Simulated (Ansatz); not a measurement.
The starting structures come from a database of crystals and need not be the phases stable at ambient conditions.

The decay constant κ of evanescent states in the gap governs leakage through a thin film.

```xyz
4
Lattice="3.8083 0.0000 0.0000 -1.9042 3.2981 0.0000 1.9042 1.0994 6.3022" Properties=species:S:1:pos:R:3 pbc="T T T"
Ga     0.0000     2.1987     1.9292
Ga     3.8083     2.1987     4.3730
P      1.9042     3.2981     1.0850
P      1.9042     1.0994     5.2172
```

Space group of this cell: R-3m. The cell is strained (all lengths scaled by 0.98); by r2SCAN its mean pressure is 2.6 GPa.

Transport runs along the normal of the first two printed cell vectors, the (001) plane of the conventional cell.

The gap is the functional's own. No spin-orbit coupling. Mid-gap values are interpolated on the energy grid.

Task: Compute, with r2SCAN (Ansatz, a program for electronic structure), the band gap and the smallest decay constant κ at mid-gap.

Result: Gap 1.06 eV on a 10×10×10 mesh; κ = 0.102 1/Å, at the zone centre.
